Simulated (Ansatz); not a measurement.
C (model structure, P6₂22, No. 180, 3 atoms in the cell) was calculated with G0W0@PBEsol in Ansatz (plane waves, hard PAW, contour deformation).

The same calculation (at the PBEsol cell, 5.401 Å³/atom) with different numerical settings; throughout: k mesh 3×3×2:

```tsv
run	response cutoff (eV)	empty bands	quasiparticle gap on the mesh (eV)	quasiparticle gap at Γ (eV)	rough time
1	100	68	3.939	9.845	under 3 core-s
2	150	124	4.083	9.897	5 core-s
3	200	191	4.150	9.919	8 core-s
4	250	267	4.188	9.933	10 core-s
5	300	351	4.208	9.941	20 core-s
6	400	541	4.228	9.949	40 core-s
```

In the column quasiparticle gap on the mesh (eV) the first row differs from the last by -0.289 and the next to last by -0.020.

The last row is no converged limit: other settings stay fixed.

A model structure was made by putting elements into a prototype or built by hand; it is no filed structure, need not be a known phase, and can be a saddle point held by its symmetry.

Ansatz is a first-principles code.
